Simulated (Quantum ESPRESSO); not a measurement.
Pressure against volume in cubic perovskite SrTiO3 (space group 221) (Quantum ESPRESSO, PBEsol)

```
CELL_PARAMETERS angstrom
      3.79162     0.00000     0.00000
      0.00000     3.79162     0.00000
      0.00000     0.00000     3.79162
ATOMIC_POSITIONS crystal
  Sr 0.00000 0.00000 0.00000
  Ti 0.50000 0.50000 0.50000
  O  0.50000 0.00000 0.50000
  O  0.00000 0.50000 0.50000
  O  0.50000 0.50000 0.00000
```

Method: PBEsol, GBRV 1.5 ultrasoft (PBESOL) pseudopotentials (plane waves; Quantum ESPRESSO 7.5). Settings: ecutwfc = 65 Ry; ecutrho = 520 Ry; occupations = smearing; smearing = fermi-dirac; degauss = 0.000734986 Ry; potentials = {Sr: sr_pbesol_v1.uspp.F.UPF, Ti: ti_pbesol_v1.4.uspp.F.UPF, O: o_pbesol_v1.2.uspp.F.UPF}; K_POINTS = automatic 9 9 9 0 0 0; conv_thr = 1e-10 Ry. The cell above is the first row's. The rows scale it uniformly. In all rows fractional positions and the k mesh are held.

| V (Å^3/atom) | P (GPa) |
|---|---|
| 10.902 | 17.47 |
| 11.139 | 12.13 |
| 11.376 | 7.35 |
| 11.613 | 3.05 |
| 11.850 | -0.80 |
| 12.087 | -4.26 |
| 12.324 | -7.36 |
| 12.561 | -10.14 |
| 12.798 | ? |

The 8 complete rows are fitted with a cubic, P against V. With u = V - 11.7, the rows have u = -0.7980, -0.5610, -0.3240, -0.0870, 0.1500, 0.3870, 0.6240, 0.8610. Least squares gives P = 1.584 - 16.4895·u + 3.8222·u² - 0.5691·u³. Residuals (row less fit): 0.004, -0.008, 0.003, 0.002, 0.005, -0.002, -0.005, 0.003; standard error 0.006 (degrees of freedom: 4). The fitted pressure is zero at V0 = 11.80, where dP/dV = -15.75, so B0 = -V0·dP/dV = 186 GPa.

Task: Predict the withheld P at V = 12.798 from the fit, and compare with the calculation.

Result: u = 1.0980, so P = 1.584 - 16.4895 × 1.0980 + 3.8222 × 1.0980² - 0.5691 × 1.0980³ = -12.667 GPa. The calculation gives -12.63 GPa, 0.037 GPa above the prediction (0.1 % of the range of P in the table). The row lies outside the fitted rows, so this is an extrapolation. From the scatter of the fitted rows alone, a prediction at this place has a standard error of 0.017 GPa, so the miss is 2.2 times that.

Carrying the step between the two nearest rows on in a straight line would have given -12.92, off by 0.29; series whose last step already gives the withheld value aren't shown. The scan was laid around a cell of about the measured size, scaled by a guess for this functional. This is the room-temperature phase, which distorts on cooling and is held here by symmetry. The runs keep the symmetry of the cell, so they don't test it for distortions. Cutoffs and mesh are single choices, not tested for convergence of this quantity. Series with a scatter that would blur these digits, or in which a gap closes, are not shown.
